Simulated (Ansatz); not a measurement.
The parent structure is Ir in the fcc (Cu type) structure (space group Fm-3m, No. 225; a = 3.8716 Å; relaxed with 0.1 eV smearing).

Calculations: PBE, PAW, 420 eV (Ansatz, a quantum-chemistry and plane-wave program; scalar-relativistic without spin-orbit coupling).

For the base:

```
Quantity    Value
--------  -------
Pressure  0.0 GPa
```

Perturbation: every lattice vector is shortened by 0.50 %; the atoms relax in the strained cell.

Task: What does the calculation give for the energy relative to the base and pressure after the change?

Result: The energy goes up by 3.6 meV/atom; the pressure goes from zero to 5.4 GPa.

Whether these cells are dynamically stable was not tested. All final runs are without spin polarisation.
